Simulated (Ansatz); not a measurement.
Defect: interstitial N in bcc Mo, neutral cell. Calculation: PBE, PAW (plane waves to 420 eV; Ansatz, an electronic-structure program).

36-site cell at the relaxed PBE lattice, a 2×2×3 k-point mesh shifted by half a step, smearing 0.10 eV, spin-restricted, no finite-size correction. Energies are static. Sites that were not tried may lie lower.

Barriers: single points on a 3×3×5 k-point mesh shifted by half a step at the bands' geometries (they differ from the bands' own by up to 0.11 eV, and are uncertain by about as much).

The step: several atoms move together, N the farthest; the atom moves 1.58 Å along (0.00, 0.00, -0.50) of the unit cell; the moving atom starts with neighbours 2 Mo at 1.93, 4 Mo at 2.20 Å and ends with 2 Mo at 1.93, 4 Mo at 2.20 Å.

**Question.** Give the migration barrier of this step at the level PBE, PAW.

**Answer.** 0.66 eV, the same both ways. At the saddle the moving atom has neighbours 4 Mo at 1.95 Å. The saddle point's order was not checked, and it lies on a symmetry element of the cell, where a band can be held.
